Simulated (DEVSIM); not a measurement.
Device: abrupt GaP n-p junction, at 300 K.

| layer (left to right) | material | thickness (μm) | Nd (cm⁻³) | Na (cm⁻³) | τn (s) | τp (s) |
|---|---|---|---|---|---|---|
| 1 | GaP | 0.300 | 2e15 | - | 1.8e-6 | 1.8e-6 |
| 2 | GaP | 3.00 | - | 1.8e13 | 1.8e-6 | 1.8e-6 |

Left contact: ohmic. Right contact: ohmic. Voltage is applied to the left contact. Recombination: SRH at mid-gap. Mobility is μmin + (μ − μmin)/(1 + (N/Nref)^α).

Constants are typed, rounded textbook-type inputs, not results; the design itself was drawn at random and stands for no fabricated device. Values at 300 K.

```csv
parameter,GaP
gap (eV),2.26
affinity (eV),3.8
permittivity,11.1
Nc (cm⁻³),1.8e19
Nv (cm⁻³),1.9e19
μn (cm²/Vs),250
μp (cm²/Vs),150
"μn,min",10
"μp,min",10
"Nref,n",4.4e18
"Nref,p",1e18
αn,0.8
αp,0.85
```

DEVSIM, 1D drift-diffusion, Boltzmann statistics, complete ionisation; no tunnelling, impact ionisation, image-force lowering or self-heating.

Give the dark forward current.


```json
[
 {"V (V)": "-0.50", "J (A/cm²)": "-3.0e-14"},
 {"V (V)": "-0.85", "J (A/cm²)": "-4.1e-11"},
 {"V (V)": "-1.05", "J (A/cm²)": "-8.0e-9"},
 {"V (V)": "-1.25", "J (A/cm²)": "-7.6e-6"},
 {"V (V)": "-1.45", "J (A/cm²)": "-0.0060"},
 {"V (V)": "-1.65", "J (A/cm²)": "-0.81"},
 {"V (V)": "-1.85", "J (A/cm²)": "-4.5"},
 {"V (V)": "-2.05", "J (A/cm²)": "-8.3"},
 {"V (V)": "-2.25", "J (A/cm²)": "-12"},
 {"V (V)": "-2.45", "J (A/cm²)": "-17"},
 {"V (V)": "-2.65", "J (A/cm²)": "-22"},
 {"V (V)": "-2.85", "J (A/cm²)": "-28"},
 {"V (V)": "-3.05", "J (A/cm²)": "-35"},
 {"V (V)": "-3.25", "J (A/cm²)": "-42"}
]
```
